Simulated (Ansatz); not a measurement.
MgS (model structure, started from the BN type, Pm-3n, No. 223, 12 atoms in the cell)

Computed with PBEsol (PAW; Ansatz, a first-principles code).

Settings: plane-wave cutoff 520 eV, 6×6×6 k mesh, Fermi–Dirac smearing 0.01 eV, scalar-relativistic PAW data made under PBE.

Cell (relaxed at this level):

```xyz
12
Lattice="6.9364 0.0000 0.0000 0.0000 6.9364 0.0000 0.0000 0.0000 6.9364" Properties=species:S:1:pos:R:3 pbc="T T T"
Mg     1.7341     0.0000     3.4682
Mg     3.4682     1.7341     0.0000
Mg     3.4682     5.2023     0.0000
Mg     5.2023     0.0000     3.4682
Mg     0.0000     3.4682     5.2023
Mg     0.0000     3.4682     1.7341
S      1.7341     3.4682     0.0000
S      0.0000     1.7341     3.4682
S      0.0000     5.2023     3.4682
S      5.2023     3.4682     0.0000
S      3.4682     0.0000     5.2023
S      3.4682     0.0000     1.7341
```

- band gap = 2.99 eV (on the SCF k mesh)

Note: the relaxation could raise the start's symmetry but not lower it, so the cell can be a saddle point.

Computed values are for the static lattice.

It cost around 5 core-minutes (rough) of CPU time.

A model structure was made by putting elements into a prototype or built by hand; it is no filed structure, need not be a known phase, and can be a saddle point held by its symmetry.
